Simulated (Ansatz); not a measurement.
```yaml
crystal:
  lattice:
    - [1.60869, 0.92878, 5.19322]
    - [-1.60869, 0.92878, 5.19322]
    - [0.00000, -1.85756, 5.19322]
  atoms:
    - { symbol: Na, position: [0.50321, 0.50321, 0.50321] }
    - { symbol: Mo, position: [0.00000, 0.00000, 0.00000], spin: 2.0 }
    - { symbol: O, position: [0.26510, 0.26510, 0.26510] }
    - { symbol: O, position: [0.73490, 0.73490, 0.73490] }
```
(The spins are starting values, not results.)

Method: LDA (PW92), default PAW files made with PBE (plane waves; Ansatz, a first-principles code).

The set-up and first iterations of an Ansatz log for NaMoO₂ (R3m, 4 atoms in the cell):

```
WARN basis.ecutwfc = 250 eV is below the records' recommended cutoff, and the density's cutoff is lower with it unless basis.ecutrho_ratio is high enough to …
WARN ansatz: RAYON_NUM_THREADS=1 ignored (pool sized by the plan → 1); use --threads N
basis.fft_grid_basis auto: the FFT boxes are laid along the combinations [[1, 0, -1], [0, 1, -1], [0, 0, 1]] of the cell's own vectors, 3.217, 3.217 and 5.515 …
Pseudopotentials: kind: paw
Pseudopotential: Na, paw, valence charge 9
Pseudopotential: Mo, paw, valence charge 14
Pseudopotential: O, paw, valence charge 6
Crystal: 4 atoms, lattice volume = 46.556 Å³
Basis set: ecut = 250 eV, 391 PW (Γ), FFT grids on a1−a3, a2−a3, a3
Bands: 23, of which v1, the nominal top of the filled ones, is band 18 counted from 1 (17 counted from 0)
Symmetry: 6 space group operations
Space group: R3m (ITA 160), of the structure as read, at distance tolerance 3.6e-5 Å
Magnetic group: BNS 160.65 (UNI 1295), of the structure as read, at distance tolerance 3.6e-5 Å
k-points: 44 of 343 (time reversal used)
PAW frozen core: Na, regenerated for the run's functional, and the local potential with it
PAW frozen core: Mo, regenerated for the run's functional, and the local potential with it
PAW frozen core: O, regenerated for the run's functional, and the local potential with it
Initial density: superposition of atomic densities (chi_scale 0.1, normalization cell, long waves kept (reshape's long-wave potential 0.17 eV rms))
Starting moments: Σ|m| = 2 μB on 1 of 4 sites
Initial wavefunctions: pseudopotential atomic-orbital guess
Eigensolver: davidson
Functional: x = slater, c = lda
SCF iter   1: F=—  HF=-7419.246980 eV  |F-HF|=—  |Δ(HF+E_count)|=         —  Δρ=8.39e-2 (↑8.39e-2 ↓4.85e-2)  dr2=9.34e0  dr2_m=6.70e-1  M=0.258 μB ∫|m|=0.267 μB  β_m=0.30  ethr=3.10e-3  ⟨swp⟩=5.0  Hψ=7521  notcnv=0
Mixer restart at iter 1: flushing history
all-band conjugate gradients solve this SCF's bands
preconditioner: auto → Kerker (q_TF=auto, 2.602 Å⁻¹)
spin=Collinear: Kerker preconditioning applied to the charge; magnetization (m = ρ↑ − ρ↓) channel mixes plain (no charge-response kernel on spin).
SCF iter   2: F=—  HF=-7417.880835 eV  |F-HF|=—  |Δ(HF+E_count)|=    1.37e0  Δρ=5.96e-2 (↑5.96e-2 ↓3.41e-2)  dr2=5.60e0  dr2_m=3.29e-1  M=0.253 μB ∫|m|=0.255 μB  β_m=0.65  ethr=3.10e-3  ⟨swp⟩=2.4  Hψ=3740  notcnv=0
SCF iter   3: F=—  HF=-7415.918950 eV  |F-HF|=—  |Δ(HF+E_count)|=    1.96e0  Δρ=1.09e-2 (↑1.09e-2 ↓1.06e-2)  dr2=4.63e-1  dr2_m=1.95e-3  M=0.104 μB ∫|m|=0.105 μB  β_m=0.73  ethr=3.10e-3  ⟨swp⟩=3.1  Hψ=4645  notcnv=0
SCF iter   4: F=—  HF=-7415.908874 eV  |F-HF|=—  |Δ(HF+E_count)|=   1.01e-2  Δρ=5.66e-3 (↑5.66e-3 ↓5.61e-3)  dr2=1.12e-1  dr2_m=1.82e-4  M=0.069 μB ∫|m|=0.070 μB  β_m=0.86  ethr=1.32e-3  ⟨swp⟩=2.0  Hψ=3081  notcnv=0
   [... lines left out ...]
```

Task: How does the run end?

Result: The run converged, with 73 iterations in all over 2 SCF loops. Its thresholds were met; that alone does not show that basis and mesh suffice. It ends on: free energy E − TS (on the zero of these files) -7415.8788 eV; Fermi level (on the code's own zero) 12.22 eV; pressure -18.19 GPa; largest force (vector length) 0.186 eV/Å; size of the cell's spin moment 0.21 μB. The log goes on:

```
   [... lines left out ...]
SCF iter  18: F=-7415.878817 eV  HF=-7415.878817 eV  |F-HF|=3.27e-9  |Δ(HF+E_count)|=   7.54e-9  Δρ=4.34e-6 (↑4.34e-6 ↓3.90e-6)  dr2=1.32e-9  dr2_m=7.01e-9  M=0.206 μB ∫|m|=0.206 μB  β_m=0.93  ethr=1.33e-11  ⟨swp⟩=2.1  Hψ=3669  notcnv=0
SCF iter  19: F=-7415.878817 eV  HF=-7415.878817 eV  |F-HF|=3.72e-10  |Δ(HF+E_count)|=   1.52e-9  Δρ=5.02e-7 (↑5.02e-7 ↓4.51e-7)  dr2=4.74e-10  dr2_m=1.57e-11  M=0.206 μB ∫|m|=0.206 μB  β_m=0.86  ethr=3.77e-12  ⟨swp⟩=2.2  Hψ=3701  notcnv=0
SCF iter  20: F=-7415.878817 eV  HF=-7415.878817 eV  |F-HF|=7.64e-11  |Δ(HF+E_count)|=  3.82e-11  Δρ=2.23e-7 (↑2.23e-7 ↓1.98e-7)  dr2=9.82e-11  dr2_m=6.02e-13  M=0.205 μB ∫|m|=0.206 μB  ethr=1.35e-12  ⟨swp⟩=1.0  Hψ=4914  notcnv=0
SCF 1 converged in 20 iterations: F = -7415.878817 eV  dr2 = 9.82e-11
Crystal: 4 atoms, lattice volume = 46.556 Å³
Starting moments: Σ|m| = 5 μB on 1 of 4 sites
SCF iter   1: F=—  HF=-7417.125264 eV  |F-HF|=—  |Δ(HF+E_count)|=         —  Δρ=1.53e-1 (↑1.53e-1 ↓1.00e-1)  dr2=1.07e1  dr2_m=5.84e0  M=2.282 μB ∫|m|=2.294 μB  β_m=0.30  ethr=3.10e-3  ⟨swp⟩=5.2  Hψ=7523  notcnv=0
preconditioner: auto → Kerker (q_TF=auto, 2.602 Å⁻¹)
spin=Collinear: Kerker preconditioning applied to the charge; magnetization (m = ρ↑ − ρ↓) channel mixes plain (no charge-response kernel on spin).
SCF iter   2: F=—  HF=-7416.530315 eV  |F-HF|=—  |Δ(HF+E_count)|=   5.95e-1  Δρ=1.01e-1 (↑1.01e-1 ↓7.34e-2)  dr2=4.77e0  dr2_m=2.71e0  M=2.305 μB ∫|m|=2.314 μB  β_m=0.30  ethr=3.10e-3  ⟨swp⟩=2.5  Hψ=3773  notcnv=0  defer=39
   [... lines left out ...]
spin-set hold released at iteration 7 (site moments contracting)
Crystal: 4 atoms, lattice volume = 46.556 Å³
preconditioner: auto → Kerker (q_TF=auto, 2.602 Å⁻¹)
spin=Collinear: Kerker preconditioning applied to the charge; magnetization (m = ρ↑ − ρ↓) channel mixes plain (no charge-response kernel on spin).
Absolute magnetization: 0.2061 μB (∫|ρ↑−ρ↓|, with the PAW one-centre terms)
Free energy (F): -7415.878817 eV
Fermi energy:    12.216341 eV
   [... lines left out ...]
  atom   3  O      0.00000000    -0.00000000     0.04537865
  atom   4  O      0.00000000     0.00000000    -0.03067270
--- Stress (GPa, compression-positive) ---
      -26.194541       0.000000      -0.000000
        0.000000     -26.194541      -0.000001
       -0.000000      -0.000001      -2.187260
  P = ⅓ Tr σ = -18.1921 GPa (-181.921 kbar)
  The stress holds the Pulay correction. Without it, at fixed plane waves, as pw.x and ABINIT print it: P = -98.3187 GPa
```

For comparison: a first run was changed to give this one (basis.ecutwfc: 420 eV → 250 eV), and from it to this one the free energy rises by 1.24 eV/atom, the pressure goes from -15.28 to -18.19 GPa, the largest force goes from 0.441 to 0.186 eV/Å and the size of the net moment moves little (0.06 to 0.05 μB/atom).

The starting cell comes from a database of computed structures (which also holds hypothetical and non-ambient phases and stackings), without a prior relaxation at this level. Its lattice was rescaled by up to half a per cent. One atom was moved a little off its site on purpose. The moments shrank to a small part of their start, a low-spin state that need not be the lowest. Ansatz's pressure includes its estimate of the finite-basis (Pulay) stress. Without the estimate this run gives -98.32 GPa. The cutoff lies below the one recommended for these files.

The run was DFT, LDA (PW92), plane waves, default PAW files made with PBE. Main settings of its input:

basis.ecutwfc: 250 eV
kpoints.mp_grid.grid: 7 7 7
hamiltonian.xc: lda
hamiltonian.pseudopotentials: {kind: paw} (the program's default PAW files)
magnetization.spin_polarized: true
scf.occupations.method: fermi_dirac
scf.occupations.width: 0.05 eV

Keys are those of Ansatz 0.2.
